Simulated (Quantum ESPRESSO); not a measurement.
Input and output of a self-consistent single point for PbS2 (I4/mcm, 6 atoms in the cell) (Quantum ESPRESSO).

Level of theory: PBEsol, PseudoDojo standard norm-conserving (PBESOL) pseudopotentials (plane waves; Quantum ESPRESSO 7.5).

```xyz
6
Lattice="3.0688 -3.0688 3.7690 3.0688 3.0688 3.7690 -3.0688 -3.0688 3.7690" Properties=species:S:1:pos:R:3 pbc="T T T"
Pb     0.0000     0.0000     5.6536
Pb     0.0000     0.0000     1.8845
S     -0.7306     3.7994     0.0000
S     -2.3383    -0.7306     3.7690
S     -0.7306     2.3383     3.7690
S     -2.3383     0.7306     0.0000
```

Reference input (self-consistent single point, DFT, LDA (PW92), plane waves, PseudoDojo standard norm-conserving (LDA) pseudopotentials): ecutwfc = 60 Ry; occupations = smearing; smearing = fd; degauss = 0.0036749 Ry; potentials = {Pb: Pb.upf, S: S.upf}; K_POINTS = automatic 6 6 6 0 0 0; conv_thr = 1e-10 Ry; mixing_beta = 0.4. This run's input differs from it in these lines:

```diff
@@ -14,3 +14,3 @@
   ntyp = 2
-  ecutwfc = 60
+  ecutwfc = 65
   occupations = 'smearing'
```

Its files differ too (potentials: PseudoDojo standard norm-conserving (PBESOL)).

Log, with long lists cut:

```
     Self-consistent Calculation

     iteration #  1     ecut=    65.00 Ry     beta= 0.40

     Threshold (ethr) on eigenvalues was too large:
     Diagonalizing with lowered threshold

     total energy              =    -367.35364781 Ry
     estimated scf accuracy    <       0.18342850 Ry

     iteration #  2     ecut=    65.00 Ry     beta= 0.40

     total energy              =    -367.38099101 Ry
     estimated scf accuracy    <       0.01658585 Ry

     iteration #  3     ecut=    65.00 Ry     beta= 0.40

     total energy              =    -367.38206929 Ry
     estimated scf accuracy    <       0.00398105 Ry

   [... 5 blocks of this kind left out ...]

     iteration #  9     ecut=    65.00 Ry     beta= 0.40

     total energy              =    -367.38241762 Ry
     estimated scf accuracy    <          8.0E-09 Ry

     iteration # 10     ecut=    65.00 Ry     beta= 0.40
     End of self-consistent calculation

     the Fermi energy is     8.5500 ev

!    total energy              =    -367.38241762 Ry
     estimated scf accuracy    <          9.5E-11 Ry
     smearing contrib. (-TS)   =      -0.00008469 Ry
     internal energy E=F+TS    =    -367.38233294 Ry

     convergence has been achieved in  10 iterations

     Forces acting on atoms (cartesian axes, Ry/au):

     atom    1 type  1   force =    -0.00000000    0.00000000    0.00000000
     atom    2 type  1   force =     0.00000000    0.00000000   -0.00000000
     atom    3 type  2   force =    -0.00717993    0.00717993    0.00000000
     atom    4 type  2   force =     0.00717993   -0.00717993   -0.00000000
     atom    5 type  2   force =    -0.00717993   -0.00717993    0.00000000
     atom    6 type  2   force =     0.00717993    0.00717993    0.00000000

     Total force =     0.020308     Total SCF correction =     0.000016

          total   stress  (Ry/bohr**3)                   (kbar)     P=      -15.61
  -0.00009603   0.00000000   0.00000000          -14.13        0.00        0.00
   0.00000000  -0.00009603  -0.00000000            0.00      -14.13       -0.00
   0.00000000  -0.00000000  -0.00012627            0.00       -0.00      -18.58

   JOB DONE.
```

The run converged in 10 iterations. Against the reference run the pressure goes from -3.24 to -1.56 GPa and the largest force goes from 0.209 to 0.261 eV/Å.

The starting cell comes from a database of computed structures (which also holds hypothetical and non-ambient phases and stackings), without a prior relaxation at this level. Its lattice was rescaled by a random factor within 2.5 % of one. The run gives no clean gap (levels at the Fermi energy touch, overlap or are partly filled at this smearing), which alone does not show that the compound is a metal.

Cost on one core of a shared machine: roughly 3 min.
